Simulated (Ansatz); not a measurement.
**Response to strain in SrTiO3**

Take SrTiO3 in the cubic perovskite structure (space group Pm-3m, No. 221; a = 3.891 Å) as the base. Axes: x, y, z lie along the cube axes.

Strains are applied to the cell and any free atomic positions relax.

Level of theory: Kohn–Sham DFT with the PBEsol functional, run in Ansatz (a first-principles code) with PAW and 420 eV plane waves, no SOC.

Notes on the quantities. energy relative to the base: free energy F; pressure: mean of the normal stresses, compression positive.

```tsv
variant	energy relative to the base	smallest direct gap	pressure	volume per atom
base	0 meV/atom	2.19 eV	-0.01 GPa	11.78 Å³
uniaxial strain ε_zz = −3.00 %	+13 meV/atom	2.16 eV	(withheld)	11.43 Å³
uniaxial strain ε_zz = −2.40 %	+8.1 meV/atom	2.17 eV	4.94 GPa	11.50 Å³
uniaxial strain ε_zz = −1.80 %	(withheld)	2.18 eV	3.61 GPa	11.57 Å³
uniaxial strain ε_zz = −1.20 %	+1.9 meV/atom	2.18 eV	2.34 GPa	11.64 Å³
uniaxial strain ε_zz = −0.60 %	+0.5 meV/atom	2.19 eV	1.14 GPa	11.71 Å³
```

### Question
Complete the table.

### Answer

- uniaxial strain ε_zz = −3.00 %, pressure: 6.34 GPa
- uniaxial strain ε_zz = −1.80 %, energy relative to the base: +4.4 meV/atom

Whether these cells are dynamically stable was not tested. All final runs are without spin polarisation. Many cubic perovskites are stable only at high temperature; tilts and polar distortions were not tested.
